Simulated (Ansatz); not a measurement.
## (6,0) blue phosphorus nanotube

Levels: PBE (plane waves to 420 eV, PAW; Ansatz, a first-principles code); r2SCAN (plane waves to 500 eV, PAW; Ansatz); HSE06 (Ansatz). Unmarked values and the geometry are of the first. Mesh 1×1×6. No spin polarisation. One-dimensional cell, images about 11 Å apart. A hypothetical model, rolled from the flat sheet. It keeps the symmetry and period of its start, so it need not be a minimum against all distortions. HSE06 ran on a 1×1×4 mesh and at PBE's edge points. Buckling under compression is shut out by symmetry and the short period.

| Quantity | Value |
|---|---|
| period along the axis (24 atoms) | 5.598 Å |
| mean diameter | 6.77 Å |
| radii of the innermost and outermost atoms | 2.76 and 4.01 Å |
| energy over the flat sheet | +221 meV/atom |
| PBE gap | 0.96 eV, indirect, from Γ to k = 0.417 × 2π/c |
| electron mass along the axis (PBE) | 0.92 mₑ |
| hole mass along the axis (PBE) | 2.1 mₑ |
| valence and conduction edges under the vacuum level (PBE) | 5.12 and 4.16 eV |
| r2SCAN gap at this geometry | 1.12 eV |
| HSE06 gap at this geometry | 1.61 eV |
| axial stiffness dF/dε | 124 nN |

```xyz
24
Lattice="19.0000 0.0000 0.0000 0.0000 19.0000 0.0000 0.0000 0.0000 5.5984" Properties=species:S:1:pos:R:3 pbc="T T T"
P     12.2648     9.5000     3.7326
P     12.9705    11.5037     4.6649
P     13.5074     9.5000     1.8657
P     10.8824    11.8944     3.7326
P      9.5000    13.5074     4.6649
P     11.8944    10.8824     0.9335
P     11.5037    12.9705     1.8657
P      8.1176    11.8944     3.7326
P      6.0295    11.5037     4.6649
P      9.5000    12.2648     0.9334
P      7.4963    12.9705     1.8657
P      6.7352     9.5000     3.7326
P      6.0295     7.4963     4.6649
P      7.1056    10.8824     0.9335
P      5.4926     9.5000     1.8657
P      8.1176     7.1056     3.7326
P      9.5000     5.4926     4.6649
P      7.1056     8.1176     0.9335
P      7.4963     6.0295     1.8657
P     10.8824     7.1056     3.7326
P     12.9705     7.4963     4.6649
P      9.5000     6.7352     0.9334
P     11.5037     6.0295     1.8657
P     11.8944     8.1176     0.9335
```
